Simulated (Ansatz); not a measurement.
Base system: AlN in the wurtzite structure (space group P6_3mc, No. 186; a = 3.0888 Å, c = 4.9433 Å). Axes: x lies along a and z along c of the hexagonal cell.

Method: LDA/PAW in Ansatz (a first-principles code), spin-orbit coupling left out.

Strains are applied to the cell and any free atomic positions relax.

One change was made to it. Results:

The band gap goes up by 0.14 eV (4.42 eV → 4.56 eV); the valence-band top at Γ (three highest levels, from the VBM) changes from 0.00, -0.23, -0.23 eV to 0.00, -0.14, -0.22 eV.

Q: Which change produced these results?
(A) uniaxial strain ε_xx = −1.80 %
(B) uniaxial strain ε_xx = −1.20 %
(C) uniaxial strain ε_xx = −0.60 %

A: B, uniaxial strain ε_xx = −1.20 %. For comparison, the band gap in the other runs: uniaxial strain ε_xx = −1.80 % gives 4.62 eV; uniaxial strain ε_xx = −0.60 % gives 4.49 eV.

No phonon test of stability was made.
